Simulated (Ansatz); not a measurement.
A relaxation of the atoms of NbH2 (I4mm, 3 atoms in the cell) with Ansatz (a program for electronic structure).

Level of theory: LDA (PW92), default PAW files made with PBE (plane waves; Ansatz).

The change in words: one atom moved by 0.15 angstrom; relax: default → atoms; relax.f_tol: default → 0.002 eV/Å. Reference geometry:
```yaml
crystal:
  lattice:
    - [0.00000, 2.29598, 2.29598]
    - [2.29598, 0.00000, 2.29598]
    - [2.29598, 2.29598, 0.00000]
  atoms:
    - { symbol: Nb, position: [0.00000, 0.00000, 0.00000] }
    - { symbol: H, position: [0.25000, 0.25000, 0.25000] }
    - { symbol: H, position: [0.75000, 0.75000, 0.75000] }
```

Reference input (self-consistent single point, DFT, LDA (PW92), plane waves, default PAW files made with PBE): basis.ecutwfc = 420 eV; kpoints.mp_grid.grid = 12 12 12; hamiltonian.xc = lda; hamiltonian.pseudopotentials = {kind: paw} (the program's default PAW files); scf.occupations.method = gaussian; scf.occupations.width = 0.1 eV. This run's input differs from it in these lines:

```diff
@@ -6,3 +6,3 @@
   atoms:
-    - { symbol: Nb, position: [0.000000, 0.000000, 0.000000] }
+    - { symbol: Nb, position: [0.032666, 0.032666, -0.032666] }
     - { symbol: H, position: [0.250000, 0.250000, 0.250000] }
@@ -18,2 +18,4 @@
   occupations: { method: gaussian, width: 0.1 }
+relax:
+  f_tol: 0.002
 output:
```

Output (repeated stretches shortened):

```
   [... SCF lines of the steps left out ...]
relax step   1: F+E_penalty+E_count = -4474.72777735 eV  Δ(F+E_penalty+E_count) = +0.000e0 eV  max|allowed force component| = 1.179e0 eV/Å  Δτ_max = 0.0000 Å  (6 SCF iters, dr2 threshold 1.00e-7 eV, accepted)
relax step   2: F+E_penalty+E_count = -4474.81361533 eV  Δ(F+E_penalty+E_count) = -8.584e-2 eV  max|allowed force component| = 1.748e-1 eV/Å  Δτ_max = 0.1151 Å  (5 SCF iters, dr2 threshold 8.69e-5 eV, accepted)
relax step   3: F+E_penalty+E_count = -4474.81559592 eV  Δ(F+E_penalty+E_count) = -1.981e-3 eV  max|allowed force component| = 1.538e-3 eV/Å  Δτ_max = 0.0150 Å  (4 SCF iters, dr2 threshold 1.91e-6 eV, accepted)
relax step   4: F+E_penalty+E_count = -4474.81559592 eV  Δ(F+E_penalty+E_count) = -1.040e-9 eV  max|allowed force component| = 1.561e-3 eV/Å  Δτ_max = 0.0000 Å  (2 SCF iters, accepted)
the relaxation is at rest under the 8 symmetry operations that the run kept from its start: a minimum is not shown …
Stability not checked: this state was not tested for a lower state beside it, because too few of the mixer's solves of this state at the end of the SCF gave a …
Free energy (F): -4474.815596 eV
Internal energy: -4474.809423 eV  (E = F + TS)
E sigma→0 (E₀):  -4474.812509 eV
Entropy (-TS):   -0.006173 eV (-2.058 meV/atom)
Fermi energy:    14.566997 eV
--- Forces (eV/Å), atoms counted from 1 ---
  atom   1  Nb    -0.00000000     0.00000000     0.00156221
   [... lines left out ...]
  F+E_penalty+E_count = -4474.81559592 eV   max|allowed force component| = 1.561e-3 eV/Å
  atoms:
    - { symbol: Nb, position: [0.010859023809421364, 0.010859023809421364, -0.010859023809421364] }
    - { symbol: H, position: [0.26090348809528935, 0.26090348809528935, 0.2390965119047106] }
    - { symbol: H, position: [0.7609034880952892, 0.7609034880952892, 0.7390965119047108] }
```

The run converged. 

Summary of the result:
Free energy E − TS (on the zero of these files): -4474.8156 eV
Fermi level (on the code's own zero): 14.57 eV
Pressure: -11.15 GPa
Largest force (vector length): 0.002 eV/Å
Relaxation steps: 4

The starting cell comes from a database of computed structures (which also holds hypothetical and non-ambient phases and stackings), without a prior relaxation at this level. Its lattice was rescaled by up to half a per cent. For this run, on top of that: one atom moved by 0.15 angstrom. Spin polarisation is off. The relaxation keeps the symmetry of its start, so its end need not be a minimum. Ansatz's pressure includes its estimate of the finite-basis (Pulay) stress.

Keys are those of Ansatz 0.2.
